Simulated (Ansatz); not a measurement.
Start from MgSe in the rock salt structure (space group Fm-3m, No. 225; a = 5.472 Å). Axes: x, y, z lie along the cube axes.

Method: r2SCAN in Ansatz (plane waves to 500 eV, PAW, without spin-orbit coupling).

Base values:

| Item | Result |
|---|---|
| Valley order | X along ⟨100⟩ 2.48 eV; Γ 3.44 eV |
| Electron mass | 0.48 mₑ along k, 0.25 mₑ across (at X) |
| Pressure | -0.01 GPa |

Modification: biaxial strain −2.00 %, plane normal [001], relaxed out of plane (Cartesian); in-plane vectors clamped, the third vector and the atoms free.

### Question
How does this affect the valley order?

### Answer
The valley order (the lowest conduction-band minima on the path, energy above the VBM, named in the base's zone) changes from X along ⟨100⟩ 2.48 eV; Γ 3.44 eV to X along [100] 2.38 eV; X along [001] 2.56 eV; Γ 3.55 eV.

### Question
How does this affect the energy relative to the base?

### Answer
The energy grows by 7.7 meV/atom.

### Question
What does the calculation give for the electron mass after the change?

### Answer
The electron mass goes from 0.48 mₑ along k, 0.25 mₑ across (at X) to 0.47 mₑ along k, 0.26 mₑ across (at X).

### Question
How does this affect the pressure?

### Answer
The pressure (mean of the normal stresses, compression positive) goes up by 2.13 GPa (-0.01 GPa → 2.12 GPa).

The levels and masses belong to the bands next to the band gap. Effective masses come from finite differences of ±0.01 Å⁻¹. Along k means along the line from Γ to the band edge. No phonon test of stability was made.

Ansatz is an electronic-structure program.
